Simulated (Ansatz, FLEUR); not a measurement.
An Ansatz (a quantum-chemistry and plane-wave program) input for a self-consistent single point of MgS (Fm-3m, 2 atoms in the cell) (DFT, PBE, plane waves, default PAW files):

Ansatz 0.2 input:
```yaml
crystal:
  lattice:
    - [0.000000, 2.580500, 2.580500]
    - [2.580500, 0.000000, 2.580500]
    - [2.580500, 2.580500, 0.000000]
  atoms:
    - { symbol: Mg, position: [0.000000, 0.000000, 0.000000] }
    - { symbol: S, position: [0.500000, 0.500000, 0.500000] }
basis:
  ecutwfc: 30.9 Ry
kpoints:
  mp_grid: { grid: [9, 9, 9] }
hamiltonian:
  xc: pbe
  pseudopotentials: { kind: paw }
scf:
  occupations: { method: fermi_dirac, width: 0.0007 Ry }
output:
  forces: true
  eigenvalues: true
  stress: true
```

Problem. Translate this input to FLEUR.

Solution. One input that does it (others would too):

Input of the input generator:

```
MgS
&input film=f /
-0.0000000000 0.7071067812 0.7071067812
0.7071067812 0.0000000000 0.7071067812
0.7071067812 0.7071067812 0.0000000000
6.8963251299
1.0 1.0 1.0

2
12 0.0000000000 0.0000000000 0.0000000000
16 0.5000000000 0.5000000000 0.5000000000

&comp jspins=1 /
&kpt div1=9 div2=9 div3=9 /
&end /
```

```xml
<?xml version="1.0" encoding="UTF-8" standalone="no"?>
<fleurInput fleurInputVersion="0.39">
   <comment>
      MgS                                                                                                 
   </comment>
   <calculationSetup>
      <cutoffs Kmax="3.5" Gmax="14.0" GmaxXC="14.0" numbands="0"/>
      <scfLoop itmax="100" minDistance="0.00001" maxIterBroyd="15" imix="Anderson" alpha="0.05" precondParam="0.0" spinf="2.0"/>
      <coreElectrons ctail="T" frcor="F" kcrel="0" coretail_lmax="0"/>
      <xcFunctional name="pbe" relativisticCorrections="F"/>
      <magnetism jspins="1"/>
      <soc l_soc="F" theta="0.0" phi="0.0" spav="F"/>
      <expertModes spex="0" secvar="F"/>
      <geometryOptimization l_f="T" forcealpha="1.0" forcemix="BFGS" epsdisp="0.00001" epsforce="0.00001"/>
      <ldaU l_linMix="F" mixParam="0.05" spinf="1.0"/>
   </calculationSetup>
   <cell>
      <bzIntegration valenceElectrons="16.0" mode="hist" fermiSmearingEnergy="0.00036749">
         <kPointListSelection listName="default-1"/>
         <!-- k-points included here -->
         <xi:include xmlns:xi="http://www.w3.org/2001/XInclude" href="kpts.xml"> </xi:include>
      </bzIntegration>
      <!-- symmetry operations included here -->
      <xi:include xmlns:xi="http://www.w3.org/2001/XInclude" href="sym.xml"> </xi:include>
      <bulkLattice scale="1.0">
         <bravaisMatrix>
            <row-1>    0.0000000000000000     4.8764382647122613     4.8764382647122613</row-1>
            <row-2>    4.8764382647122613     0.0000000000000000     4.8764382647122613</row-2>
            <row-3>    4.8764382647122613     4.8764382647122613     0.0000000000000000</row-3>
         </bravaisMatrix>
      </bulkLattice>
   </cell>
   <atomSpecies>
      <species name="Magnesium (Mg)" element="Mg" atomicNumber="12">
         <mtSphere radius="2.28" gridPoints="787" logIncrement="0.015"/>
         <atomicCutoffs lmax="8" lnonsphr="6"/>
         <electronConfig flipSpins="F">
            <coreConfig>(1s1/2)</coreConfig>
            <valenceConfig>(2s1/2) (2p1/2) (2p3/2) (3s1/2)</valenceConfig>
         </electronConfig>
         <energyParameters s="3" p="3" d="3" f="4"/>
         <lo type="SCLO" l="0" n="2" eDeriv="0"/>
         <lo type="SCLO" l="1" n="2" eDeriv="0"/>
      </species>
      <species name="Sulfur (S)" element="S" atomicNumber="16">
         <mtSphere radius="2.28" gridPoints="787" logIncrement="0.015"/>
         <atomicCutoffs lmax="8" lnonsphr="6"/>
         <electronConfig flipSpins="F">
            <coreConfig>(1s1/2) (2s1/2) (2p1/2) (2p3/2)</coreConfig>
            <valenceConfig>(3s1/2) (3p1/2) (3p3/2)</valenceConfig>
            <stateOccupation state="(3p1/2)" spinUp="0.6666666666667" spinDown="0.6666666666667"/>
            <stateOccupation state="(3p3/2)" spinUp="1.3333333333333" spinDown="1.3333333333333"/>
         </electronConfig>
         <energyParameters s="3" p="3" d="3" f="4"/>
      </species>
   </atomSpecies>
   <atomGroups>
      <atomGroup species="Magnesium (Mg)">
         <relPos label="                   1">.0000000000 .0000000000 .0000000000</relPos>
         <force calculate="T" relaxXYZ="TTT"/>
      </atomGroup>
      <atomGroup species="Sulfur (S)">
         <relPos label="                   2">1.000/2.000 1.000/2.000 1.000/2.000</relPos>
         <force calculate="T" relaxXYZ="TTT"/>
      </atomGroup>
   </atomGroups>
   <output dos="F" band="F" slice="F">
      <checks vchk="F" cdinf="F"/>
      <bandDOS minEnergy="-.5*Htr" maxEnergy="0.5*Htr" sigma="0.015" storeEVData="T"/>
      <vacuumDOS vacdos="F" integ="F" star="F" nstars="0" locx1="0.0" locy1="0.0" locx2="0.0" locy2="0.0" nstm="0" tworkf="0.0"/>
      <unfoldingBand unfoldBand="F" supercellX="1" supercellY="1" supercellZ="1"/>
      <plotting iplot="0" polar="F">
         <plot TwoD="T" vec1="  1.0  0.0  0.0" vec2="  0.0  1.0  0.0" vec3="  0.0  0.0  1.0" zero="  0.0  0.0  0.0" file="plot"/>
      </plotting>
      <chargeDensitySlicing numkpt="0" minEigenval="0.0" maxEigenval="0.0" nnne="0" pallst="F"/>
      <specialOutput eonly="F"/>
      <magneticCircularDichroism mcd="F" energyLo="-10.0" energyUp="0.0"/>
   </output>
  <!-- We include the file relax.xml here to enable relaxations (see documentation) -->
  <xi:include xmlns:xi="http://www.w3.org/2001/XInclude" href="relax.xml"> <xi:fallback/> </xi:include>
</fleurInput>
```

Basis settings and potentials, where a program has them, do not carry over. This input uses DFT, PBE, all-electron FLAPW (FLEUR), scalar-relativistic valence. The width in Ry is rounded to four decimals. Both were run: gap on the mesh 2.972 eV in Ansatz and 2.980 in FLEUR.

On FLEUR: the starting cell has typed, rounded lattice constants, without a prior relaxation at this level. Its lattice was rescaled by a random factor within 2.5 % of one. Values depend on the basis (sphere radii, cutoffs, local orbitals), which need not be converged.

On Ansatz: the starting cell has typed, rounded lattice constants, without a prior relaxation at this level. Its lattice was rescaled by a random factor within 2.5 % of one. With a pressure of about 3 GPa the cell is away from its equilibrium volume at this level. Another mesh or the band path of this cell gives a smaller gap, so this value is not converged in the mesh.
